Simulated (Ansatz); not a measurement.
Structures of equal composition on the (100) surface of rock-salt TiN: a layer of Ta, one atom over each N; a layer of Ta, one atom over each Ti. The slabs share one bottom face, and each structure is named by its start. These are constructed structures in small cells; real faces may alloy, dewet or reconstruct in larger ones, and not all known structures of the face are among them. Slabs of about 13 Å, Fermi-Dirac smearing of 0.1 eV. Bottom of the slabs: a bare face, its two planes held. Relaxed from the named starts with such symmetry as they have, on meshes of like density; energies extrapolated to zero smearing; spin only where a row says so; no spin-orbit coupling, no U. Brackets mark spin-polarised runs, whose order is one that fits the cell.

Level of theory: PBE (plane waves to 420 eV, PAW; Ansatz, an electronic-structure program).

Q: Order them by energy per 1x1 cell (lowest first) at the level PBE.

A: a layer of Ta, one atom over each N (0.000 eV), a layer of Ta, one atom over each Ti (2.390 eV)
